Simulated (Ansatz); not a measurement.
The structure below was relaxed with r2SCAN, PAW, 500 eV (Ansatz, a quantum-chemistry and plane-wave program; no spin-orbit coupling), earlier PAW set, at pressure −1 GPa.

```xyz
3
Lattice="-1.6037 1.6037 3.9149 1.6037 -1.6037 3.9149 1.6037 1.6037 -3.9149" Properties=species:S:1:pos:R:3 pbc="T T T"
Mo     0.0000     0.0000     0.0000
Si     0.0000     0.0000     2.6258
Si     0.0000     0.0000     5.2040
```

### Question
Find the space group and the Wyckoff positions.

### Answer
Space group I4/mmm (No. 139); a = b = 3.2075 Å, c = 7.8298 Å, α = β = γ = 90.00°

```csv
atom,site,symmetry,x,y,z
Mo,2a,4/mmm,0.0000,0.0000,0.0000
Si,4e,4mm,0.0000,0.0000,0.3354
```

### Question
Describe the coordination.

### Answer
The crystal has 6 atoms in its conventional cell. Cell: a = b = 3.2075 Å, c = 7.8298 Å, α = β = γ = 90.00°. Mo is coordinated by 10 Si at 2.609–2.626 Å and 4 Mo at 3.207 Å. Si sees 5 Si at 2.578–2.633 Å and 5 Mo at 2.609–2.626 Å. (Neighbours: up to the widest gap in distance over summed covalent radii, below 1.35, at either atom; cation-cation and far metal-metal contacts left out.)

A case with no gap was solved on a k-mesh chosen for an insulator, which is coarse for it. Load acts through the strain it causes; cell and atoms are relaxed under it. Whether these cells are dynamically stable was not tested. All final runs are without spin polarisation. The cell was made from MoSi$_{2}$ (space group I4/mmm, No. 139) by this change: pressure −1 GPa.
